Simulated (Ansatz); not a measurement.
K in the bcc (W type) structure, quasi-harmonic approximation with PBEsol in Ansatz (a first-principles code). 

```csv
T (K),α_L (10⁻⁶/K),C_P (J/mol/K),bulk modulus B_T (GPa),γ
50,55.5,21.0,3.6,1.24
100,67.2,?,3.4,1.26
150,72.6,25.7,3.3,1.27
200,77.2,26.5,3.1,1.29
250,?,27.3,3.0,1.31
```

Task: What belongs in the gaps?

Result: 
- 100, C_P (J/mol/K): 24.6
- 250, α_L (10⁻⁶/K): 82.1

Whether this phase is the stable one at each condition was not tested.
